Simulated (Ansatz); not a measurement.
# CdSe: biaxial strain −1.20 %, plane normal [001], relaxed out of plane

Base system: CdSe in the wurtzite structure (space group P6_3mc, No. 186; a = 4.2475 Å, c = 6.9410 Å). Axes: x lies along a and z along c of the hexagonal cell.

Modification: compressive biaxial strain of 1.20 % in the plane normal to [001], as in epitaxy on a mismatched substrate; the out-of-plane cell vector and the atoms relax.

Level of theory: plane-wave PAW DFT at the LDA level (Ansatz, a quantum-chemistry and plane-wave program, 420 eV), no spin-orbit coupling. Settings: 9×9×5 k-points, 0.05 eV Fermi–Dirac smearing.

| quantity | base | changed | shift |
|---|---|---|---|
| volume per atom | 27.11 Å³ | 26.77 Å³ | -0.346 Å³ |
| space group | P6_3mc (No. 186) | P6_3mc (No. 186) | – |
| shortest interatomic distance | 2.600 Å | 2.589 Å | -0.0115 Å |
| band gap | 0.46 eV | 0.44 eV | -0.027 eV |
| gap character | direct at Γ | direct at Γ | – |
| width of the top valence band | 1.88 eV | 1.95 eV | +0.07 eV |
| electron mass | 0.047 mₑ (at Γ) | 0.050 mₑ out of plane, 0.046 mₑ in plane (at Γ) | – |
| valence-band top at Γ (three highest levels, from the VBM) | 0.00, 0.00, -0.07 eV | 0.00, 0.00, -0.18 eV | – |
| out-of-plane strain | – | +1.14 % | – |
| ratio −ε⊥/ε∥ | – | 0.95 | – |
| mean in-plane stress (compression positive) | – | +1.1 GPa | – |

Cost of the whole job for the changed cell (relaxation, final SCF and bands): around 60 core-seconds (rough).

Effective masses come from finite differences of ±0.01 Å⁻¹. Stability against distortions was not tested.
